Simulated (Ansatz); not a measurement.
# BeTe, pressure series

Base system: BeTe in the zinc blende structure (space group F-43m, No. 216; a = 5.6568 Å).

Cell and atoms are relaxed at each pressure.

The values are results of DFT with r2SCAN, PAW potentials and a 500 eV plane-wave cutoff in Ansatz (a quantum-chemistry and plane-wave program), spin-orbit coupling left out, not measurements.

| pressure (GPa) | volume per atom (Å³/atom) |
|---|---|
| -2 | 23.469 |
| 0 | 22.627 |
| 0.9 | 22.303 |
| 2.1 | ? |
| 4.5 | 21.174 |
| 9 | 20.074 |
| 15 | 18.933 |
| 22.5 | 17.835 |
| 30 | 16.967 |

Problem. Fit the third-order Birch–Murnaghan form P(V) = (3B₀/2)[(V₀/V)^(7/3) − (V₀/V)^(5/3)]·[1 + (3/4)(B₀′ − 4)((V₀/V)^(2/3) − 1)] (squares taken in P) to the rows shown and predict the withheld row.

Solution. Least squares on the printed values gives V₀ = 22.632 Å³/atom, B₀ = 59.3 GPa, B₀′ = 3.9; this predicts 21.894 Å³/atom, and the run gives 21.898 Å³/atom, 0.004 higher.

Measured bulk modulus of BeTe: 67 GPa (room temperature; as listed in Elmahjoubi et al., arXiv (2023)); the computed value is for a static lattice, so the two differ by thermal effects too.

Load acts through the strain it causes; cell and atoms are relaxed under it. Stability against distortions was not tested. No other phases were tried under pressure.
